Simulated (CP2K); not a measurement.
A user runs CP2K on YIn (Pm-3m, 2 atoms in the cell) and asks whether the run is sound. The aim is a self-consistent single point with DFT LDA (Pade form), GPW, TZVP-MOLOPT-SR-GTH basis, GTH-PADE potentials (GTH_POTENTIALS).

Input as run:

```
&GLOBAL
  PROJECT yin
  RUN_TYPE ENERGY_FORCE
  PRINT_LEVEL LOW
&END GLOBAL
&FORCE_EVAL
  METHOD Quickstep
  STRESS_TENSOR ANALYTICAL
  &DFT
    BASIS_SET_FILE_NAME BASIS_MOLOPT_UCL
    POTENTIAL_FILE_NAME GTH_POTENTIALS
    &QS
      METHOD GPW
      EPS_DEFAULT 1E-10
    &END QS
    &MGRID
      CUTOFF 500
      REL_CUTOFF 50
      NGRIDS 5
    &END MGRID
    &SCF
      SCF_GUESS ATOMIC
      EPS_SCF 1E-6
      MAX_SCF 100
      ADDED_MOS 5
      &DIAGONALIZATION
        ALGORITHM STANDARD
      &END DIAGONALIZATION
      &MIXING
        METHOD BROYDEN_MIXING
        ALPHA 0.3
        NBUFFER 8
        BETA 1
      &END MIXING
      &SMEAR ON
        METHOD GAUSSIAN
        SIGMA [eV] 0.1
      &END SMEAR
    &END SCF
    &KPOINTS
      SCHEME MONKHORST-PACK 6 6 6
      GAMMA_CENTERED T
    &END KPOINTS
    &XC
      &XC_FUNCTIONAL PADE
      &END XC_FUNCTIONAL
    &END XC
    &PRINT
      &MO
        EIGENVALUES T
        OCCUPATION_NUMBERS T
        NDIGITS 8
        FILENAME mo
        &EACH
          QS_SCF 0
        &END EACH
        ADD_LAST NUMERIC
      &END MO
      &MULLIKEN OFF
      &END MULLIKEN
    &END PRINT
  &END DFT
  &SUBSYS
    &CELL
      A 3.81000000 0.00000000 0.00000000
      B 0.00000000 3.81000000 0.00000000
      C 0.00000000 0.00000000 3.81000000
      PERIODIC XYZ
    &END CELL
    &COORD
      SCALED
      In       0.00000000     0.00000000     0.00000000
      Y        1.90500000     1.90500000     1.90500000
    &END COORD
    &KIND In
      BASIS_SET TZVP-MOLOPT-SR-GTH
      POTENTIAL GTH-PADE-q13
    &END KIND
    &KIND Y
      BASIS_SET TZVP-MOLOPT-SR-GTH
      POTENTIAL GTH-PADE-q11
    &END KIND
  &END SUBSYS
  &PRINT
    &FORCES ON
    &END FORCES
    &STRESS_TENSOR ON
    &END STRESS_TENSOR
  &END PRINT
&END FORCE_EVAL
```

Output, abridged:

```
 GLOBAL| Method name                                                        CP2K
 GLOBAL| Project name                                                        yin
 GLOBAL| Run type                                                   ENERGY_FORCE

 TOTAL NUMBERS AND MAXIMUM NUMBERS

   [... lines left out ...]
                        eps_eigval:                                     1.00E-05
                        level_shift [a.u.]:                             0.000000
                        added MOs                                         5    0
                        Mixing method:                            BROYDEN_MIXING
                                                charge density mixing in g-space
                        Smear method:                                   GAUSSIAN
                        Smearing width (sigma) [a.u.]:                  3.67E-03
                        Accuracy threshold:                             1.00E-10
                        No outer SCF

 Extrapolation method: initial_guess

 Number of electrons:                                                         24
 Number of occupied orbitals:                                                 12
 Number of molecular orbitals:                                                17

 Number of orbital functions:                                                 69
 Number of independent orbital functions:                                     69
 SCF WAVEFUNCTION OPTIMIZATION

  Step     Update method      Time    Convergence         Total energy    Change
     1 NoMix/Diag. 0.30E+00      -   203.77995452       -57.2903034142 -5.73E+01
     2 Broy./Diag. 0.30E+00      -    44.74394548       -46.0951393302  1.12E+01
     3 Broy./Diag. 0.30E+00      -   104.40167049       -53.5379773676 -7.44E+00
     4 Broy./Diag. 0.30E+00      -     1.80398608       -67.9111198133 -1.44E+01
     5 Broy./Diag. 0.30E+00      -     3.27795709       -67.7903308988  1.21E-01
     6 Broy./Diag. 0.30E+00      -   153.75302933       -62.9614978743  4.83E+00
   [... 18 lines left out ...]
    25 Broy./Diag. 0.30E+00      -     0.00000334       -57.6036520718 -7.15E-07
    26 Broy./Diag. 0.30E+00      -     0.00000152       -57.6036519325  1.39E-07
    27 Broy./Diag. 0.30E+00      -     0.00000228       -57.6036519399 -7.45E-09
    28 Broy./Diag. 0.30E+00      -     0.00000090       -57.6036518836  5.63E-08
  *** SCF run converged in    28 steps ***

  Overlap energy of the core charge distribution:              11.58706538825002
  Self energy of the core charge distribution:               -161.81091720399954
  Core Hamiltonian energy:                                     65.70789112830856
  Hartree energy:                                              41.47524590282897
  Exchange-correlation energy:                                -14.56256291791793
  Smearing free energy correction:                             -0.00037418107076
  Fermi energy:                                                 0.21083105100820

  Total energy:                                               -57.60365188359697
  Total energy (extrapolated to sigma->0):                    -57.60346479306159

   [... lines left out ...]
 STRESS|                        x                   y                   z
 STRESS|      x        2.50546668459E+07   2.52208256080E+07   2.52208212707E+07
 STRESS|      y        2.52208256080E+07   2.50546643515E+07   2.52208206465E+07
 STRESS|      z        2.52208212707E+07   2.52208206465E+07   2.50546600652E+07
 STRESS| 1/3 Trace                                             2.50546637542E+07
```

Problem. Can these results be used? Check the input.

Solution. The run is not sound. The fault is fractional and Cartesian coordinates mixed up. The same three numbers mean different points as fractional and as Cartesian coordinates. To fix it, make label and numbers agree, by changing either. The run converged in 28 iterations without an error; against the sound input the free energy goes up by 506 eV/atom, the pressure goes from -6.51 to 2505 GPa and the largest force goes from 0.000 to 4168 eV/Å.

An input that runs soundly differs in these lines (not the only fix; some lines may just follow from the change or write a value another way):
```diff
-      Y        1.90500000     1.90500000     1.90500000
+      Y        0.50000000     0.50000000     0.50000000
```

With that input, the run converged in 11 iterations: free energy E − TS -2579.2142 eV; Fermi level (on the code's own zero) 7.81 eV; pressure -6.51 GPa (DFT LDA (Pade form), GPW, TZVP-MOLOPT-SR-GTH basis, GTH-PADE potentials (GTH_POTENTIALS)).

On the sound input: the starting cell comes from a database of published, mostly measured structures (it also holds non-ambient and calculated ones), without a prior relaxation at this level. Values carry the incompleteness of an atom-centred basis. With a pressure of about -7 GPa the cell is away from its equilibrium volume at this level.
